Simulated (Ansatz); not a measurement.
Consider Si in the diamond structure (space group Fd-3m, No. 227; a = 5.4443 Å). Axes: x, y, z lie along the cube axes.

Level of theory: r2SCAN/PAW in Ansatz (a program for electronic structure), spin-orbit coupling left out.

For the base:

```
Item       Result
--------  -------
Band gap  0.78 eV
```

The change: tensile biaxial strain of 2.08 % in the plane normal to [111], as in epitaxy on a mismatched substrate; the out-of-plane cell vector and the atoms relax.

Question: Predict the new hole mass and band gap.

Answer: The hole mass amounts to 0.10 mₑ out of plane, 0.50 mₑ in plane (at Γ); the band gap decreases by 0.133 eV (0.78 eV → 0.64 eV).

Effective masses come from finite differences of ±0.01 Å⁻¹. Stability against distortions was not tested.
